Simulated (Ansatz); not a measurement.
**BAs, response to strain**

The parent structure is BAs in the zinc blende structure (space group F-43m, No. 216).

```xyz
2
Lattice="0.0000 2.3839 2.3839 2.3839 0.0000 2.3839 2.3839 2.3839 0.0000" Properties=species:S:1:pos:R:3 pbc="T T T"
B      0.0000     0.0000     0.0000
As     1.1920     1.1920     1.1920
```

Strains are applied to the cell and any free atomic positions relax.

Level of theory: PBEsol (Ansatz, a program for electronic structure, PAW, no SOC).

Candidates:
(a) isotropic strain +0.50 %
(b) isotropic strain −3.00 %
(c) isotropic strain +3.00 %
(d) isotropic strain +2.00 %

Before the change:

```
Quantity              Result
-------------------  -------
Smallest direct gap  3.25 eV
```

Task: Order them by smallest direct gap, lowest first.

Result: (c) isotropic strain +3.00 % (3.15 eV), (d) isotropic strain +2.00 % (3.18 eV), (a) isotropic strain +0.50 % (3.23 eV), (b) isotropic strain −3.00 % (3.37 eV)

No phonon test of stability was made.
